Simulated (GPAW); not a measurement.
Input and output of a self-consistent single point for ZnS (P6_3mc, 4 atoms in the cell) (GPAW).

Level of theory: PBE+U, GPAW PAW datasets PBE (gpaw-data 1.0.1) (plane waves; GPAW 25.7.0).

```yaml
crystal:
  lattice:
    - [3.76203, 0.00000, 0.00000]
    - [-1.88102, 3.25802, 0.00000]
    - [0.00000, 0.00000, 6.16624]
  atoms:
    - { symbol: Zn, position: [0.33333, 0.66667, 0.00014] }
    - { symbol: Zn, position: [0.66667, 0.33333, 0.50014] }
    - { symbol: S, position: [0.33333, 0.66667, 0.37486] }
    - { symbol: S, position: [0.66667, 0.33333, 0.87486] }
```

Reference input (self-consistent single point, DFT PBE, plane waves, GPAW PAW datasets PBE (gpaw-data 1.0.1)): mode = pw; ecut = 800 eV; xc = PBE; kpts = 5 5 3; mesh shift (steps) = 0 0 0; occupations.name = fermi-dirac; occupations.width = 0.05 eV; nbands = -4; convergence.forces = 0.001 eV/Å; convergence.bands = -2; symmetry.symmorphic = false; symmetry.tolerance = 0.0005. This run's input differs from it in these lines:

```diff
@@ -16,2 +16,3 @@
             xc='PBE',
+            setups={'Zn': ':d,5.0'},
             kpts=(5, 5, 3),
```

The program printed (abridged):

```
     iter     time        total  log10-change:
                         energy   eigst   dens  force
iter:   1 --:--:--   -14.203799   +0.76
iter:   2 --:--:--   -14.292152   +0.40  -1.16
iter:   3 --:--:--   -13.971352   -0.02  -1.20
iter:   4 --:--:--   -14.007907   -0.22  -1.47
iter:   5 --:--:--   -14.482930   -1.04  -1.69
iter:   6 --:--:--   -14.037486   -1.40  -1.39
iter:   7 --:--:--   -14.035293   -2.03  -2.17
iter:   8 --:--:--   -14.037315c  -2.53  -2.64
iter:   9 --:--:--   -14.032458c  -2.93  -2.60
iter:  10 --:--:--   -14.031810c  -3.18  -3.06
iter:  11 --:--:--   -14.031809c  -3.77  -3.31
   [... lines left out ...]
iter:  14 --:--:--   -14.031880c  -3.63  -3.23
iter:  15 --:--:--   -14.031789c  -4.86  -3.76
iter:  16 --:--:--   -14.031768c  -4.79  -3.90
iter:  17 --:--:--   -14.031760c  -5.69  -4.07c
iter:  18 --:--:--   -14.031806c  -4.93  -4.17c
iter:  19 --:--:--   -14.031761c  -5.06  -3.94
iter:  20 --:--:--   -14.031761c  -6.19  -4.61c
iter:  21 --:--:--   -14.031760c  -6.85  -4.61c
iter:  22 --:--:--   -14.031760c  -7.17  -4.75c
iter:  23 --:--:--   -14.031760c  -6.66  -4.79c
iter:  24 --:--:--   -14.031760c  -7.43c -4.88c
iter:  25 --:--:--   -14.031760c  -7.36  -5.01c
iter:  26 --:--:--   -14.031760c  -8.11c -5.29c -3.21c
Converged after 26 iterations.

Dipole moment: (-0.000000, 0.000000, 3.456415) |e|*Ang

Energy contributions relative to reference atoms: (reference = -119437.893101)

Kinetic:        +41.525779
Potential:      -34.875993
External:        +0.000000
XC:             -20.895323
Entropy (-ST):   -0.000000
Local:           +0.213778
SIC:             +0.000000
--------------------------
Free energy:    -14.031760
Extrapolated:   -14.031760

Showing only first 2 kpts
 Kpt  Band  Eigenvalues  Occupancy
  0    16      4.02245    2.00000
  0    17      4.02247    2.00000
  0    18      6.68343    0.00000
  0    19      7.43753    0.00000

  1    16      3.78722    2.00000
  1    17      3.78724    2.00000
  1    18      7.72709    0.00000
  1    19      7.86625    0.00000

Fermi level: 5.48612

Gap: 2.661 eV
Transition (v -> c):
   [... lines left out ...]
No difference between direct/indirect transitions
Energy (eV): -14.03176

Forces in eV/Ang:
  0 Zn   -0.00000   -0.00000    0.01570
  1 Zn    0.00000    0.00000    0.01570
  2 S    -0.00000   -0.00000   -0.01592
  3 S     0.00000    0.00000   -0.01592

Stress tensor:
    -0.033005    -0.000000     0.000000
    -0.000000    -0.033005    -0.000000
     0.000000    -0.000000    -0.032469
Stress (GPa, Voigt): [-5.288 -5.288 -5.202 -0.     0.    -0.   ]
```

The run converged in 26 iterations. GPAW prints stress with tension positive. Against the reference run the pressure goes from 5.44 to 5.26 GPa, the largest force goes from 0.024 to 0.016 eV/Å and the gap on the mesh goes from 2.370 to 2.661 eV.

The starting cell comes from a database of computed structures (which also holds hypothetical and non-ambient phases and stackings), without a prior relaxation at this level. Its lattice was rescaled by a random factor within 2.5 % of one. Spin polarisation is off. The U value is a test value. With a pressure of about 5 GPa the cell is away from its equilibrium volume at this level.

Cost on one core of a shared machine: roughly 30 s.
